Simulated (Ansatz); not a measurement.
We consider SnBr4 (P2₁/c, No. 14), described by r²SCAN+rVV10 (PAW; Ansatz, a program for electronic structure).

Settings: plane-wave cutoff 500 eV, 4×6×4 k mesh (along the axes of the cell as run), Fermi–Dirac smearing 0.05 eV, scalar-relativistic PAW data made under PBE.

Cell (relaxed at this level):

```yaml
crystal:
  lattice:
    - [10.20774, 0.00000, 0.14256]
    - [0.00000, 6.88619, 0.00000]
    - [-2.27316, 0.00000, 10.06229]
  atoms:
    - { symbol: Br, position: [0.05544, 0.57653, 0.18196] }
    - { symbol: Br, position: [0.94456, 0.07653, 0.31804] }
    - { symbol: Br, position: [0.94456, 0.42347, 0.81804] }
    - { symbol: Br, position: [0.05544, 0.92347, 0.68196] }
    - { symbol: Br, position: [0.43667, 0.41218, 0.30674] }
    - { symbol: Br, position: [0.56333, 0.91218, 0.19326] }
    - { symbol: Br, position: [0.56333, 0.58782, 0.69326] }
    - { symbol: Br, position: [0.43667, 0.08782, 0.80674] }
    - { symbol: Br, position: [0.18746, 0.40975, 0.55905] }
    - { symbol: Br, position: [0.81254, 0.90975, 0.94095] }
    - { symbol: Br, position: [0.81254, 0.59025, 0.44095] }
    - { symbol: Br, position: [0.18746, 0.09025, 0.05905] }
    - { symbol: Sn, position: [0.24713, 0.58018, 0.37060] }
    - { symbol: Sn, position: [0.75287, 0.08018, 0.12940] }
    - { symbol: Sn, position: [0.75287, 0.41982, 0.62940] }
    - { symbol: Sn, position: [0.24713, 0.91982, 0.87060] }
    - { symbol: Br, position: [0.31297, 0.91598, 0.43223] }
    - { symbol: Br, position: [0.68703, 0.41598, 0.06777] }
    - { symbol: Br, position: [0.68703, 0.08402, 0.56777] }
    - { symbol: Br, position: [0.31297, 0.58402, 0.93223] }
```

Give the computed band gap.


- band gap = 2.90 eV (on the SCF k mesh)

Note: the relaxation could not lower the start's symmetry, so the cell can be a saddle point above a distorted one; the volume lies 9 % below that of the published cell.

Spin–orbit coupling is not included.

Static lattice: no zero-point or thermal effects.
